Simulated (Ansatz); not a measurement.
## Pressure series in Ni

Take Ni in the fcc (Cu type) structure (space group Fm-3m, No. 225; a = 3.519 Å; ferromagnetic) as the base.

Cell and atoms are relaxed at each pressure.

All numbers come from PBE (Ansatz, a quantum-chemistry and plane-wave program; PAW; 420 eV plane waves; no SOC), earlier PAW set.

Notes on the quantities. enthalpy: H = E + PV relative to the base's energy.

```json
[
 {"change": "base", "enthalpy": "–", "shortest interatomic distance": "2.488 Å"},
 {"change": "pressure −2 GPa", "enthalpy": "-0.14 eV/atom", "shortest interatomic distance": "2.497 Å"},
 {"change": "pressure −1 GPa", "enthalpy": "-0.07 eV/atom", "shortest interatomic distance": "2.492 Å"},
 {"change": "pressure 1.8 GPa", "enthalpy": "+0.12 eV/atom", "shortest interatomic distance": "2.481 Å"},
 {"change": "pressure 4.2 GPa", "enthalpy": "+0.28 eV/atom", "shortest interatomic distance": "2.471 Å"},
 {"change": "pressure 9 GPa", "enthalpy": "+0.60 eV/atom", "shortest interatomic distance": "2.454 Å"},
 {"change": "pressure 18 GPa", "enthalpy": "+1.18 eV/atom", "shortest interatomic distance": "2.426 Å"},
 {"change": "pressure 30 GPa", "enthalpy": "+1.92 eV/atom", "shortest interatomic distance": "…"},
 {"change": "pressure 45 GPa", "enthalpy": "+2.81 eV/atom", "shortest interatomic distance": "…"},
 {"change": "pressure 60 GPa", "enthalpy": "+3.66 eV/atom", "shortest interatomic distance": "2.335 Å"}
]
```

Q: Some entries are withheld; estimate them.

A: 
- pressure 30 GPa, shortest interatomic distance: 2.395 Å
- pressure 45 GPa, shortest interatomic distance: 2.363 Å

Other magnetic orders, which the real material may have, were not ruled out. Load acts through the strain it causes; cell and atoms are relaxed under it. Stability against distortions was not tested. Competing high-pressure phases were not computed.
